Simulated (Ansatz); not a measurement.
Take MgO in the rock salt structure (space group Fm-3m, No. 225) as the base.

```yaml
crystal:
  lattice:
    - [0.00000, 2.07958, 2.07958]
    - [2.07958, 0.00000, 2.07958]
    - [2.07958, 2.07958, 0.00000]
  atoms:
    - { symbol: Mg, position: [0.00000, 0.00000, 0.00000] }
    - { symbol: O, position: [0.50000, 0.50000, 0.50000] }
```

Cartesian axes are those of the cell as printed.

Level of theory: LDA (Ansatz, an electronic-structure program; PAW; 420 eV plane waves; spin-orbit coupling left out).

Before the change:

- Pressure: -0.01 GPa

Modification: biaxial strain +2.08 %, plane normal [111], relaxed out of plane (Cartesian); in-plane vectors clamped, the third vector and the atoms free.

Problem. What happens to the pressure and out-of-plane strain?

Solution. The pressure (mean of the normal stresses, compression positive) falls by 5.35 GPa, from -0.01 GPa to -5.36 GPa; the out-of-plane strain is -0.78 %.

Stability against distortions was not tested.
